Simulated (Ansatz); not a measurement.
The starting structures come from a database of crystals and need not be the phases stable at ambient conditions.

Here is the system:

```xyz
20
Lattice="8.1484 0.0000 0.0000 -4.0668 9.0892 0.0000 4.0597 -1.8230 3.6435" Properties=species:S:1:pos:R:3 pbc="T T T"
Sr     4.0181     1.8386     0.8858
Sr     4.1231     5.4276     2.7578
Sr    -0.0339     1.8333     0.8585
Sr     8.1751     5.4329     2.7851
Sc    -2.0334     4.5446     0.0000
Sc     6.1040    -0.9115     1.8218
Sb     2.0408     4.5446     0.0000
Sb     2.0299    -0.9115     1.8218
O      1.8987     3.4490     1.6732
O      6.2425     3.8172     1.9703
O      4.0170    -0.6445     1.8045
O      4.1243     7.9106     1.8391
O      1.8879     0.1735     0.1385
O      6.2534     7.0927     3.5050
O      4.1102     2.5941     3.4131
O      4.0311     4.6721     0.2305
O      6.3393     1.0368     2.5801
O      1.8020     6.2294     1.0635
O      9.9802     0.7549     2.9218
O     -1.8389     6.5112     0.7217
```

Space group of this cell: P2_1/c. The cell is taken as given; by r2SCAN its mean pressure is -5.4 GPa.

Transport runs along the normal of the first two printed cell vectors.

The gap is the functional's own. No spin-orbit coupling. Mid-gap values are interpolated on the energy grid.

Q: State the band gap and the smallest decay constant κ at mid-gap according to r2SCAN in Ansatz (an electronic-structure program).

A: Gap 4.14 eV on a 8×8×8 mesh; κ = 0.363 1/Å, at the zone centre.
